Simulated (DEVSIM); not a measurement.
Device: CdS/CdTe n-p heterojunction, at 300 K.

Layer 1 from the left is CdS, thickness (μm) 0.410, Nd (cm⁻³) 1.1e18, τn (s) 3.9e-9, τp (s) 3.9e-9. Layer 2 from the left is CdTe, thickness (μm) 0.950, Na (cm⁻³) 1.8e14, τn (s) 3.9e-9, τp (s) 3.9e-9.

Left contact: ohmic. Right contact: ohmic. Voltage is applied to the left contact. Recombination: SRH at mid-gap, radiative. Mobility is constant in doping.

Constants are typed, rounded textbook-type inputs, not results; the design itself was drawn at random and stands for no fabricated device. Values at 300 K.

CdS: gap (eV) 2.4, affinity (eV) 4.3, permittivity 9, Nc (cm⁻³) 2.2e18, Nv (cm⁻³) 1.8e19, μn (cm²/Vs) 300, μp (cm²/Vs) 25, B (cm³/s) 1e-10. CdTe: gap (eV) 1.5, affinity (eV) 4.28, permittivity 10.2, Nc (cm⁻³) 8e17, Nv (cm⁻³) 1.8e19, μn (cm²/Vs) 1000, μp (cm²/Vs) 80, B (cm³/s) 1e-10.

DEVSIM, 1D drift-diffusion, Boltzmann statistics, complete ionisation; no tunnelling, impact ionisation, image-force lowering or self-heating. Band offsets follow the typed affinities; no thermionic-emission limit at abrupt steps, no polarisation charge.

**Question.** What does the simulation give for the largest field in the device at zero bias, the potential step across the device at zero bias?

**Answer.** largest field in the device at zero bias 37000 V/cm; potential step across the device at zero bias 1.164 V.
